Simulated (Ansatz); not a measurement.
Base system: NbAgO3 in the cubic perovskite structure (space group Pm-3m, No. 221; a = 3.950 Å; a cell from a computed database, its experimental status unchecked).

Perturbation: a hydrostatic pressure of 10 GPa.

Levels (all Ansatz, an electronic-structure program, PAW, earlier PAW set): PBEsol (420 eV, spin-orbit coupling left out); PBEsol+SOC (420 eV, noncollinear with spin-orbit coupling).

The geometry is relaxed with PBEsol.

* **PBEsol lowest conduction level above the VBM at special points**: X 1.45 eV; Γ 1.66 eV; R 3.38 eV; M 4.33 eV
* **PBEsol smallest direct gap**: 1.61 eV
* **PBEsol width of the top valence band**: 1.18 eV
* **PBEsol pressure**: 10.00 GPa

### Question
Predict the lowest conduction level above the VBM at special points, smallest direct gap, width of the top valence band and pressure from PBEsol+SOC.

### Answer
The lowest conduction level above the VBM at special points becomes X 1.44 eV; Γ 1.60 eV; R 3.36 eV; M 4.28 eV (PBEsol: X 1.45 eV; Γ 1.66 eV; R 3.38 eV; M 4.33 eV); the smallest direct gap drops by 0.12 eV to 1.49 eV; the width of the top valence band drops by 0.03 eV to 1.15 eV; the pressure stays essentially unchanged (10.00 GPa against 9.98 GPa).

Single points use the geometry relaxed with PBEsol. The spin-orbit shifts are approximate. Load acts through the strain it causes; cell and atoms are relaxed under it. Stability against distortions was not tested. Competing high-pressure phases were not computed. Many cubic perovskites are stable only at high temperature; tilts and polar distortions were not tested.
